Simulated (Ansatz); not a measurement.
The starting structures come from a database of crystals and need not be the phases stable at ambient conditions.

 Where the default PAW files enter, the runs use the earlier of Ansatz's two default sets.

Given:

```
CELL_PARAMETERS angstrom
      5.09813     0.00000     0.00000
      0.00000     5.27144     0.00000
      0.00000     0.00000    10.09309
ATOMIC_POSITIONS crystal
  Zr 0.24695 0.96590 0.38445
  Zr 0.75305 0.03410 0.61555
  Zr 0.25305 0.46590 0.61555
  Zr 0.74695 0.53410 0.38445
  Zr 0.74695 0.03410 0.11555
  Zr 0.25305 0.96590 0.88445
  Zr 0.75305 0.53410 0.88445
  Zr 0.24695 0.46590 0.11555
  O  0.37219 0.62529 0.28992
  O  0.62781 0.37471 0.71008
  O  0.12781 0.12529 0.71008
  O  0.87219 0.87471 0.28992
  O  0.87219 0.37471 0.21008
  O  0.12781 0.62529 0.78992
  O  0.62781 0.87471 0.78992
  O  0.37219 0.12529 0.21008
  O  0.00254 0.26123 0.47759
  O  0.99746 0.73877 0.52241
  O  0.49746 0.76123 0.52241
  O  0.50254 0.23877 0.47759
  O  0.50254 0.73877 0.02241
  O  0.49746 0.26123 0.97759
  O  0.99746 0.23877 0.97759
  O  0.00254 0.76123 0.02241
```

Space group of this cell: Pbca. The cell is taken as given.

Computed with r2SCAN (plane waves, PAW; Ansatz, a program for electronic structure).

The current runs along the normal of the first two printed vectors; no spin-orbit coupling. Scaled by the factor s: all lengths (ions clamped). Meshes 6×6×4 and 6×6 across the current in all rows.

```
s     mean pressure (GPa)  band gap (eV)
----  -------------------  -------------
0.98                 17.1              ?
1.00                 -0.2           4.30
1.02                -13.4           4.05
```

Problem. Take the slope of the band gap against ln s from the two given rows, extrapolate to s = 0.98, and say what the run there gives.

Solution. Slope = (4.05 − 4.30) / ln 1.02 = -12.6 eV. The line gives 4.30 + (-12.6) × ln 0.98 = 4.56 eV. The run gives 4.51 eV, 0.05 eV under the line, 18 % of the predicted step.
